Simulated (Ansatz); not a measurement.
## A computed series for MgO: response to strain

Base system: MgO in the rock salt structure (space group Fm-3m, No. 225; a = 4.2141 Å). Axes: x, y, z lie along the cube axes.

Strains are applied to the cell and any free atomic positions relax; under biaxial strain the out-of-plane vector relaxes too.

Levels (all Ansatz, a first-principles code, PAW): PBEsol (420 eV, scalar-relativistic without spin-orbit coupling); r2SCAN (500 eV, spin-orbit coupling left out); HSE06 (420 eV, without spin-orbit coupling).

Band gaps by level, all at the geometries relaxed with PBEsol:

```json
[
 {"case": "base", "PBEsol": "4.62 eV", "r2SCAN": "5.61 eV", "HSE06": "6.47 eV"},
 {"case": "biaxial strain +2.76 %, plane normal [001], relaxed out of plane", "PBEsol": "4.22 eV", "r2SCAN": "5.19 eV", "HSE06": "6.01 eV"},
 {"case": "isotropic strain −4.62 %", "PBEsol": "6.11 eV", "r2SCAN": "7.18 eV", "HSE06": "8.11 eV"},
 {"case": "isotropic strain +3.74 %", "PBEsol": "3.64 eV", "r2SCAN": "4.57 eV", "HSE06": "5.37 eV"},
 {"case": "strain tensor (xx, yy, zz, yz, xz, xy) = (+0.25, +0.47, −0.09, +0.31, +0.22, +0.57) %", "PBEsol": "4.51 eV", "r2SCAN": "5.50 eV", "HSE06": "6.35 eV"}
]
```

Single points use the geometry relaxed with PBEsol. Stability against distortions was not tested. The base started in Pnma and relaxed to Fm-3m at this level.
